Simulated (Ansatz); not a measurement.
The starting structures come from a database of crystals and need not be the phases stable at ambient conditions.

The decay constant κ of evanescent states in the gap governs leakage through a thin film.

Input:

```yaml
crystal:
  lattice:
    - [4.16218, 0.00000, 0.00000]
    - [-2.08109, 3.60456, 0.00000]
    - [0.00000, 0.00000, 9.50054]
  atoms:
    - { symbol: Hg, position: [0.00000, 0.28662, 0.66667] }
    - { symbol: Hg, position: [0.71338, 0.71338, 0.33333] }
    - { symbol: Hg, position: [0.28662, 0.00000, 0.00000] }
    - { symbol: S, position: [0.00000, 0.50120, 0.16667] }
    - { symbol: S, position: [0.49880, 0.49880, 0.83333] }
    - { symbol: S, position: [0.50120, 0.00000, 0.50000] }
```

Space group of this cell: P3_221. The cell was relaxed by PBE-D3(BJ); by PBEsol its mean pressure is -1.3 GPa.

Transport runs along the normal of the first two printed cell vectors, the (001) plane of the conventional cell.

The gap is the functional's own. No spin-orbit coupling. Mid-gap values are interpolated on the energy grid.

Problem. State the band gap and the smallest decay constant κ at mid-gap according to PBEsol (Ansatz, an electronic-structure program).

Solution. Gap 1.20 eV on a 12×12×4 mesh; κ = 0.188 1/Å, at (0.500, 0.000) of the in-plane reciprocal vectors. At the zone centre, at the nearest computed energy, the slowest state has κ = 0.28 1/Å.
